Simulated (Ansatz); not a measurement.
Base system: ZnSnAs$_{2}$ in the chalcopyrite structure (space group I-42d, No. 122).

```yaml
crystal:
  lattice:
    - [-2.91974, 2.91974, 5.86873]
    - [2.91974, -2.91974, 5.86873]
    - [2.91974, 2.91974, -5.86873]
  atoms:
    - { symbol: Sn, position: [0.50000, 0.50000, 0.00000] }
    - { symbol: Sn, position: [0.25000, 0.75000, 0.50000] }
    - { symbol: As, position: [0.37500, 0.34921, 0.47421] }
    - { symbol: As, position: [0.65079, 0.12500, 0.02579] }
    - { symbol: As, position: [0.87500, 0.90079, 0.52579] }
    - { symbol: As, position: [0.09921, 0.62500, 0.97421] }
    - { symbol: Zn, position: [0.00000, 0.00000, 0.00000] }
    - { symbol: Zn, position: [0.75000, 0.25000, 0.50000] }
```

All numbers come from Ansatz (an electronic-structure program) PBEsol, no SOC.

Base values:

| Quantity | Value |
|---|---|
| Pressure | 0.0 GPa |

Modification: every lattice vector is shortened by 0.75 %, atoms relaxed at fixed cell.

Task: What happens to the pressure?

Result: The pressure (mean of the normal stresses, compression positive) goes from zero to 1.4 GPa.

Task: How does this affect the energy relative to the base?

Result: The energy rises by 2.5 meV/atom.

A case with no gap was solved on a k-mesh chosen for an insulator, which is coarse for it. The cells carry an imposed strain or load. Whether these cells are dynamically stable was not tested. All final runs are without spin polarisation.
